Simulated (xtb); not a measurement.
xtb 6.7.1, GFN1-xTB: CC1(C)c2ccsc2-c2sc(-c3cccc(-c4cc5c(s4)-c4sccc4C5(C)C)c3)cc21, 54 atoms. The geometry is a generated start, not checked to be a minimum at this level.

| Item | Result |
|---|---|
| method | GFN1-xTB |
| --acc | 1 (default) |
| --etemp (K) | 300 (default) |
| detailed input (--input) | none: ANC optimiser, Lindh (1995) Hessian, microcycle=20, maxdispl=1.0, hlow=0.01 (default) |
| basis functions | 196 |
| valence electrons | 158 |

The structure is relaxed from this start with --opt LEVEL for the levels crude, sloppy, loose, lax, normal, tight, vtight, extreme, once each. Up to the end of the extreme run atoms move by at most 1.4 Å along an axis.

### Question
Which level is enough to come within 1 meV of the tightest end point?

### Answer
tight: 54 cycles against 94, ending 0.73 meV above.

```csv
level,cycles,energy above the extreme run (meV),gradient norm (eV/Å)
crude,5,110,0.43
sloppy,12,71,0.11
loose,20,54,0.091
lax,44,1.7,0.045
normal,46,1.4,0.050
tight,54,0.73,0.0053
vtight,68,0.18,0.0034
extreme,94,—,0.0027
```
